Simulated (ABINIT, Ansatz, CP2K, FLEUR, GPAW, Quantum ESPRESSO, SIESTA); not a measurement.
## Code comparison for CaSnF₄ (P4/mmm, 6 atoms in the cell)

Self-consistent single point.

```
CaSnF4
1.0
    4.00455     0.00000     0.00000
    0.00000     4.00455     0.00000
    0.00000     0.00000     5.78047
Ca Sn F
1 1 4
Direct
  0.00000   0.00000   0.50000
  0.50000   0.50000   0.00000
  0.50000   0.00000   0.26574
  0.50000   0.00000   0.73426
  0.00000   0.50000   0.26574
  0.00000   0.50000   0.73426
```

All programs got the same cell, k-point mesh and kind of occupations (in Ansatz's words: kpoints.mp_grid.grid = 8 8 5; scf.occupations.method = fermi_dirac; scf.occupations.width = 0.01 eV); potentials, basis and cutoffs are each program's usual ones.

```tsv
code	model	pressure (GPa)	largest force (eV/Å)	gap on the mesh (eV)	k-points	cutoff
Ansatz	LDA (PW92), PAW files made with PBE	-7.69	0.027	3.493	45	420 eV
ABINIT	LDA (PW92), PAW (JTH v2.0 LDA PAW)	-7.71	0.037	3.481	45	653 eV
FLEUR	LDA (Perdew-Zunger), all-electron FLAPW (FLEUR), scalar-relativistic valence	–	0.083	3.589	45	Kmax 3.9 1/bohr
CP2K	LDA (Pade form), GPW, DZVP-MOLOPT-SR-GTH basis, GTH-PADE potentials (GTH_POTENTIALS)	-6.19	0.044	3.502	162	grid 550 Ry
SIESTA	LDA PW92, numerical atomic orbitals DZP, PseudoDojo LDA standard norm-conserving potentials (rewritten from UPF to PSML)	-9.36	0.172	3.351	168	grid 350 Ry
Quantum ESPRESSO	LDA (PZ), GBRV 1.5 ultrasoft (LDA) pseudopotentials	-7.60	0.027	3.475	45	40 Ry
GPAW	LDA (Perdew-Wang 92), GPAW PAW datasets LDA (gpaw-data 1.0.1)	–	0.054	3.461	45	950 eV
```

A dash marks a value that a program does not give, or that is left out as unsure.

Gaps are read on the mesh. Another mesh or the band path gives a smaller gap, so these values are not converged in the mesh.

The spread over the programs that give each value: pressure within 3.17 GPa; largest force within 0.145 eV/Å; gap on the mesh within 0.238 eV.

The starting cell comes from a database of computed structures (which also holds hypothetical and non-ambient phases and stackings), without a prior relaxation at this level. On Ansatz's run: In the base run, with a pressure of about -7 GPa the cell is away from its equilibrium volume at this level. Another mesh or the band path of this cell gives a smaller gap, so this value is not converged in the mesh.

Task: Why do the programs differ, and what cannot be compared?

Result: Differences of this kind can come from the potentials, where these differ, and from what each basis and cutoff leave unconverged. The valence holds different numbers of electrons (Ansatz (a first-principles code) 52, ABINIT 52, FLEUR 52, CP2K 42, SIESTA 52, Quantum ESPRESSO 52, GPAW 52). The zero of total energies and Fermi levels follows the potentials and each program's conventions, so they are not compared here. CP2K and SIESTA use small atom-centred bases, whose incompleteness enters pressures, forces and empty levels differently from a plane-wave cutoff. FLEUR treats all electrons, but the usual bases taken here (sphere radii, linearisation, local orbitals, empty states) were not tested for convergence, so the values are no reference for the others. Ansatz's pressure is given at a fixed set of plane waves, as the other plane-wave codes print theirs; with its correction for the finite basis it is -7.24 GPa (the shift of 0.46 GPa shows how far the cutoff is from converged). The pressure of GPAW is left out: its cutoff lies under the one at which its stress was checked. The same LDA comes in different parametrisations, which differ slightly. The programs reduce the same mesh by symmetry to different extents, which changes the work and not the result. In the pressure, CP2K (by 1.51) and SIESTA (by 1.67) lie more than 1 GPa from the median of the plane-wave programs. In the gap, SIESTA (by 0.127) lies more than 0.12 eV from the median of the plane-wave programs. In the force vectors, SIESTA (by 0.140) lies more than 0.08 eV/Å from the median of the plane-wave programs.

Keys are those of Ansatz 0.2.
